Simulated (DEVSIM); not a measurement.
Structure: abrupt Si n-p junction, at 350 K.

Layer 1 from the left is Si, thickness (μm) 1.40, Nd (cm⁻³) 1e17, τn (s) 5e-5, τp (s) 5e-5. Layer 2 from the left is Si, thickness (μm) 0.530, Na (cm⁻³) 7e16, τn (s) 5e-5, τp (s) 5e-5.

Left contact: ohmic. Right contact: ohmic. Voltage is applied to the left contact. Recombination: SRH at mid-gap. Mobility is μmin + (μ − μmin)/(1 + (N/Nref)^α).

Constants are typed, rounded textbook-type inputs, not results; the design itself was drawn at random and stands for no fabricated device. Values at 300 K; Nc and Nv go as T^1.5, mobilities as T to minus their exponent, the gap by Varshni's rule with the affinity fixed.

Si: gap (eV) 1.124, affinity (eV) 4.05, permittivity 11.7, Nc (cm⁻³) 2.86e19, Nv (cm⁻³) 3.1e19, μn (cm²/Vs) 1417, μp (cm²/Vs) 470, μn,min 52, μp,min 45, Nref,n 9.7e16, Nref,p 2.2e17, αn 0.68, αp 0.72, T exponent of μn 2.3, T exponent of μp 2.2, Varshni α (eV/K) 0.000473, Varshni β (K) 636.

Question: Estimate by hand the built-in potential, the peak field at zero bias, the capacitance at 1.5 V, and compare with a numerical solution.

Answer: 
- Built-in potential: ni = √(Nc Nv) exp(−Eg/2kT) = 3.78e11 cm⁻³ with Eg = 1.111 eV; Vbi = kT/q ln(Na Nd/ni²) = 0.742 V; numerical 0.742 V.
- Peak field at zero bias: depletion approximation: W = √(2εVbi/(qN)) = 0.153 μm with N = 4.12e16 cm⁻³; field = 2Vbi/W = 97200 V/cm; numerical 93200 V/cm (estimate above by 4.3 %).
- Capacitance at 1.5 V: C = √(qεN / 2(Vbi + |V|)) = 39.0 nF/cm²; numerical 39.6 nF/cm² (estimate below by 1.4 %).

Model (solved in DEVSIM): 1D drift-diffusion, Boltzmann statistics, complete ionisation; no tunnelling, impact ionisation, image-force lowering or self-heating.
